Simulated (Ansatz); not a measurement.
Cost and result by functional for the surface energy of the (10-10) surface of hcp Hf in its 1x1 cell, outermost plane spacing 0.93 Å in the ideal cut, in Ansatz (plane waves, PAW). Single points on the PBE structure, on one kind of machine; costs are rough ratios of the slab run's core time (references not counted) to the cheapest single point. r2SCAN's cost holds its higher cutoff (500 against 420 eV). Differences are taken against r2SCAN for comparison alone: no measured value is at hand, so the table doesn't rank accuracy.

Set-up: 10 atoms, 12.0 Å thick at the start; mesh 12x8x1; 0.1 eV smearing; dipole correction on; all atoms relaxed; held to the start's symmetry, so lower structures may exist; no spin, no spin-orbit, no U. These notes are the PBE run's.

| functional | relative cost | surface energy (J/m²) | less r2SCAN (J/m²) |
|---|---|---|---|
| LDA | 1 | 2.06 | -0.01 |
| PBEsol | 1 | 2.02 | -0.04 |
| RPBE | 1 | 1.75 | -0.31 |
| r2SCAN | 2 | 2.07 | 0.00 |
| PBE (the relaxed run's value) | – | 1.86 | -0.21 |

The values span 0.31 J/m², while the single points' costs differ by a factor of roughly 2. Differences are of unrounded values.

Ansatz is a quantum-chemistry and plane-wave program.
